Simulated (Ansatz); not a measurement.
One pseudomorphic plane of X on fcc Cu (111), continuing the host's stacking (six planes of the host, 1x1 cell of 5.71 Å², clean work function 4.80 eV). ΔE counts an X atom from its bulk element. E_seg is the energy of the plane on top less that of the same plane lying second, under one plane of the host, at equal numbers of atoms (made equal with bulk Cu); a negative value keeps X outside. χ is Pauling's electronegativity. These are constructed structures, held to the host's lattice; rows with a moment ran spin-polarised from parallel moments in the plane, the only order that a 1x1 cell holds, and a change of moment is part of their E_seg. Rows without one ran without spin, though stretched planes of other d metals may be magnetic.

Method: PBE (plane waves to 420 eV, PAW; Ansatz, a first-principles code).

```tsv
X	χ	ΔE (eV)	Δφ (eV)	E_seg (eV)	moment of the cell, X on top / second (μB)
Mg	1.31	0.54	-0.75	-0.13	–
Mn	1.55	0.75	-0.42	0.28	3.2 / 2.9
Al	1.61	-0.19	-0.83	-0.14	–
Zn	1.65	-0.32	-0.38	-0.26	–
Cr	1.66	1.22	0.67	0.34	0.0 / 0.0
Ga	1.81	-0.17	-0.86	-0.37	–
Fe	1.83	0.58	0.13	0.24	2.8 / 2.6
Re	1.90	1.05	0.82	0.04	–
Si	1.90	0.07	-0.47	-0.17	–
Sn	1.96	2.34	-1.41	-0.47	–
Ge	2.01	0.30	-0.86	-0.46	–
Pd	2.20	-0.07	0.36	-0.10	–
Rh	2.28	0.33	0.65	0.08	–
Au	2.54	0.20	0.20	-0.50	–
```

No prediction is posed: with the row of Ga, drawn by lot, set aside, none of the pairs tried (Δφ and E_seg against χ, E_seg against ΔE) correlates at 0.6.

Work function. Over these 14 rows Δφ correlates with χ at r = 0.36. It runs from -1.41 eV (Sn) to 0.82 eV (Re), that is from 3.39 to 5.62 eV in all.

Place. E_seg is below −0.05 eV, so that the full plane is lower on top, for Mg, Al, Zn, Ga, Si, Sn, Ge, Pd, Au; above 0.05 eV, so that it is lower under one plane of the host, for Mn, Cr, Fe, Rh.

ΔE is negative for Al, Zn, Ga, Pd: there the strained plane on this host is lower than the bare face and X's own bulk. Alloying within the plane, relief of strain and larger cells were not tried.

Left out: 17 runs of this family that did not converge or found no flat vacuum level.
